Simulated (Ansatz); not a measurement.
ZnS (R3m), r2SCAN with spin-orbit coupling, rigid bands in Ansatz (a quantum-chemistry and plane-wave program): Condition of this run: uniaxial stress along [111] of 1 GPa (compression positive) (the target of the relaxation). band gap 2.67 eV, N_c = 2.36e18 cm⁻³ and N_v = 2.84e19 cm⁻³ at 300 K, conductivity masses of 0.205 mₑ (electrons) and 0.761 mₑ (holes). Take k_BT = 0.02585 eV.

### Question
Find the intrinsic carrier density and the intrinsic Fermi level.

### Answer
n_i = √(N_c N_v) exp(−E_g/2k_BT) = 8.19e18 × exp(−51.64) = 3.1e-4 cm⁻³. The level lies (k_BT/2) ln(N_v/N_c) = 32 meV from mid-gap (positive towards the conduction band). Each 0.1 eV added to the gap lowers n_i by a factor of 6.9.

### Question
A film of it is 3 nm thick. Estimate the confinement energies in an infinite well.

### Answer
ħ²π²/(2m t²) = 0.376 eV·nm²/(m/mₑ × t²) gives 204 meV for electrons and 54.9 meV for holes, so the gap would widen to about 2.93 eV. Finite barriers and nonparabolic bands lower this, and with several valleys or bands the heaviest mass along the normal sets the lowest level, not this average.

### Question
What thermal injection velocity √(2k_BT/πm) limits a ballistic channel?

### Answer
1.19e7 cm/s for electrons and 6.17e6 cm/s for holes, a ratio of √(m_h/m_e) = 1.93, for dilute carriers.

Rigid, parabolic bands with the computed gap; masses take one relaxation time for all states.
